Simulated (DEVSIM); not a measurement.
Structure: Cr/AlN/p-Ge capacitor, at 250 K.

```csv
layer (left to right),material,thickness (nm),Na (cm⁻³)
1,AlN,10.0,-
2,Ge,4700,1.6e16
```

Metal gate on the left, work function 4.5 eV. Fixed charge at the semiconductor interface 6e10 cm⁻² (in units of +e); no interface traps.

Constants are typed, rounded textbook-type inputs, not results; the design itself was drawn at random and stands for no fabricated device. Values at 300 K; Nc and Nv go as T^1.5, mobilities as T to minus their exponent, the gap by Varshni's rule with the affinity fixed.

| parameter | AlN | Ge |
|---|---|---|
| gap (eV) | 6.1 | 0.664 |
| affinity (eV) | 1.9 | 4 |
| permittivity | 8.5 | 16 |
| Nc (cm⁻³) | - | 1.04e19 |
| Nv (cm⁻³) | - | 6e18 |
| Varshni α (eV/K) | - | 0.000477 |
| Varshni β (K) | - | 235 |

Simulated with DEVSIM: 1D Poisson equation in equilibrium, Boltzmann statistics, complete ionisation; no quantum confinement or tunnelling. Metal contacts follow the ideal Schottky-Mott rule: no Fermi-level pinning, no interface dipoles.

Question: Tabulate band edges, carrier densities and field at 0.25 V on the gate.

Answer: Energies count from the Fermi level of the right contact; mesh points crowd at the junctions.

| x (μm) | Ec (eV) | Ev (eV) | n (cm⁻³) | p (cm⁻³) | field (V/cm) |
|---|---|---|---|---|---|
| 0.000 | 2.350 | -3.750 | < 1e2 | < 1e2 | 43000 |
| 0.001388 | 2.356 | -3.744 | < 1e2 | < 1e2 | 43000 |
| 0.003896 | 2.367 | -3.733 | < 1e2 | < 1e2 | 43000 |
| 0.007322 | 2.382 | -3.718 | < 1e2 | < 1e2 | 43000 |
| 0.009689 | 2.392 | -3.708 | < 1e2 | < 1e2 | 43000 |
| 0.01090 | 0.296 | -0.387 | 8.5e12 | 7.3e10 | 30000 |
| 0.01350 | 0.304 | -0.379 | 6.0e12 | 1.0e11 | 29000 |
| 0.02308 | 0.331 | -0.352 | 1.7e12 | 3.7e11 | 27000 |
| 0.04207 | 0.380 | -0.303 | 1.7e11 | 3.6e12 | 24000 |
| 0.08378 | 0.464 | -0.218 | 3.4e9 | 1.8e14 | 17000 |
| 0.1837 | 0.551 | -0.132 | 6.2e7 | 1.0e16 | 2800 |
| 0.5259 | 0.561 | -0.122 | 3.9e7 | 1.6e16 | ≈ 0 |
| 1.215 | 0.561 | -0.122 | 3.9e7 | 1.6e16 | ≈ 0 |
| 2.658 | 0.561 | -0.122 | 3.9e7 | 1.6e16 | ≈ 0 |
| 4.040 | 0.561 | -0.122 | 3.9e7 | 1.6e16 | ≈ 0 |
| 4.423 | 0.561 | -0.122 | 3.9e7 | 1.6e16 | ≈ 0 |
| 4.584 | 0.561 | -0.122 | 3.9e7 | 1.6e16 | ≈ 0 |
| 4.657 | 0.561 | -0.122 | 3.9e7 | 1.6e16 | ≈ 0 |
| 4.693 | 0.561 | -0.122 | 3.9e7 | 1.6e16 | ≈ 0 |
| 4.703 | 0.561 | -0.122 | 3.9e7 | 1.6e16 | ≈ 0 |
| 4.708 | 0.561 | -0.122 | 3.9e7 | 1.6e16 | ≈ 0 |
| 4.710 | 0.561 | -0.122 | 3.9e7 | 1.6e16 | ≈ 0 |
